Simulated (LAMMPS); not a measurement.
Simulation of Pd (fcc) with 25 % of Pd sites Pt, 4000 atoms, at 1320 K and 0 GPa, heated as the crystal.

Level of theory: classical MD, pair style eam, the elements' _u3.eam files (universal-3 set of Foiles, Baskes and Daw) (LAMMPS).

```csv
angle (°),"probability per degree, Pd-Pd-Pt","probability per degree, Pt-Pd-Pt","probability per degree, Pd-Pd-Pd"
37.50,0.0000,0.0000,0.0000
40.50,0.0000,0.0001,0.0000
43.50,0.0005,0.0010,0.0004
46.50,0.0024,0.0035,0.0021
49.50,0.0068,0.0079,0.0064
52.50,0.0132,0.0145,0.0132
55.50,0.0198,0.0206,0.0199
58.50,0.0225,0.0215,0.0230
61.50,0.0204,0.0193,0.0205
64.50,0.0153,0.0143,0.0152
67.50,0.0099,0.0095,0.0098
70.50,0.0059,0.0061,0.0061
73.50,0.0039,0.0038,0.0040
76.50,0.0035,0.0030,0.0035
79.50,0.0046,0.0040,0.0044
82.50,0.0064,0.0048,0.0062
85.50,0.0080,0.0077,0.0078
88.50,0.0092,0.0080,0.0089
91.50,0.0092,0.0084,0.0088
94.50,0.0081,0.0080,0.0080
97.50,0.0067,0.0066,0.0066
100.5,0.0057,0.0058,0.0056
103.5,0.0056,0.0054,0.0055
106.5,0.0065,0.0064,0.0068
109.5,0.0092,0.0085,0.0094
112.5,0.0123,0.0125,0.0123
115.5,0.0148,0.0147,0.0148
118.5,0.0159,0.0166,0.0160
121.5,0.0155,0.0161,0.0156
124.5,0.0126,0.0140,0.0131
127.5,0.0101,0.0105,0.0101
130.5,0.0073,0.0072,0.0073
133.5,0.0049,0.0049,0.0049
136.5,0.0032,0.0035,0.0032
139.5,0.0021,0.0022,0.0020
142.5,0.0013,0.0015,0.0013
145.5,0.0008,0.0008,0.0008
148.5,0.0006,0.0008,0.0006
151.5,0.0006,0.0008,0.0006
154.5,0.0009,0.0009,0.0008
157.5,0.0015,0.0018,0.0015
160.5,0.0022,0.0026,0.0023
163.5,0.0034,0.0031,0.0034
166.5,0.0047,0.0049,0.0048
169.5,0.0053,0.0049,0.0053
172.5,0.0052,0.0055,0.0053
175.5,0.0036,0.0037,0.0037
178.5,0.0014,0.0012,0.0014
```

The data show:
- state found: crystal; no diffusion seen in 30 ps
- most common Pd-Pd-Pt angle: in the 3° bin centred on 58.5° (mean of all 97°)
- most common Pt-Pd-Pt angle: in the 3° bin centred on 58.5° (mean of all 97°)
- most common Pd-Pd-Pd angle: in the 3° bin centred on 58.5° (mean of all 97°)

Caution: the random arrangement on this lattice is imposed, and need not be a phase that exists in equilibrium. Caution: a run this short can hold a crystal over, or a liquid under, the potential's melting point.
